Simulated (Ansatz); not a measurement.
# Equilibrium lattice constant a of CdO (model structure, from the alpha GeTe type, Fm-3m, No. 225) at several levels of theory

No measured value is used here.

| level (code) | value (Å) |
|---|---|
| PBE (Ansatz) | 4.768 |
| PBEsol (Ansatz) | 4.690 |
| PBE-D3(BJ) (Ansatz) | 4.727 |

Ansatz's density-functional and Hartree–Fock values are scalar-relativistic unless marked +SOC, with PAW data made under PBE.

A model structure was made by putting elements into a prototype or built by hand; it is no filed structure, need not be a known phase, and can be a saddle point held by its symmetry.

Ansatz is a program for electronic structure.
